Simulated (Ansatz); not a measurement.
**A computed series for SrO: response to strain**

Take SrO in the rock salt structure (space group Fm-3m, No. 225; a = 5.195 Å) as the base.

Strains are applied to the cell and any free atomic positions relax.

The values are results of PBE, PAW, 420 eV (Ansatz, a quantum-chemistry and plane-wave program; scalar-relativistic without spin-orbit coupling), not measurements.

Notes on the quantities. energy relative to the base: free energy F.

| variant | energy relative to the base | pressure | electron mass | smallest direct gap | band gap |
|---|---|---|---|---|---|
| base | 0 meV/atom | 0.00 GPa | 1.2 mₑ along k, 0.41 mₑ across (at X) | 3.42 eV | 3.33 eV |
| isotropic strain −3.00 % | +42 meV/atom | 9.49 GPa | 1.2 mₑ along k, 0.38 mₑ across (at X) | 3.30 eV | 3.28 eV |
| isotropic strain −2.50 % | +28 meV/atom | 7.62 GPa | 1.2 mₑ along k, 0.39 mₑ across (at X) | 3.33 eV | 3.29 eV |
| isotropic strain −1.00 % | +4.3 meV/atom | 2.73 GPa | 1.2 mₑ along k, 0.40 mₑ across (at X) | 3.39 eV | 3.31 eV |
| isotropic strain −0.50 % | +1.1 meV/atom | 1.32 GPa | 1.2 mₑ along k, 0.40 mₑ across (at X) | 3.41 eV | 3.32 eV |
| isotropic strain +1.00 % | +4.0 meV/atom | -2.36 GPa | 1.2 mₑ along k, 0.41 mₑ across (at X) | 3.45 eV | 3.33 eV |
| isotropic strain +1.50 % | +8.9 meV/atom | -3.41 GPa | 1.2 mₑ along k, 0.42 mₑ across (at X) | 3.46 eV | 3.34 eV |
| isotropic strain +2.00 % | [?] | [?] | 1.2 mₑ along k, 0.42 mₑ across (at X) | 3.39 eV | 3.34 eV |
| isotropic strain +2.50 % | +24 meV/atom | -5.30 GPa | 0.33 mₑ (at Γ) | – | 3.30 eV |
| isotropic strain +3.00 % | +34 meV/atom | -6.15 GPa | 0.33 mₑ (at Γ) | – | 3.20 eV |

Problem. What belongs in the blanks?

Solution. 
- isotropic strain +2.00 %, energy relative to the base: +16 meV/atom
- isotropic strain +2.00 %, pressure: -4.39 GPa

Effective masses come from finite differences of ±0.01 Å⁻¹. Along k means along the line from Γ to the band edge. Stability against distortions was not tested.
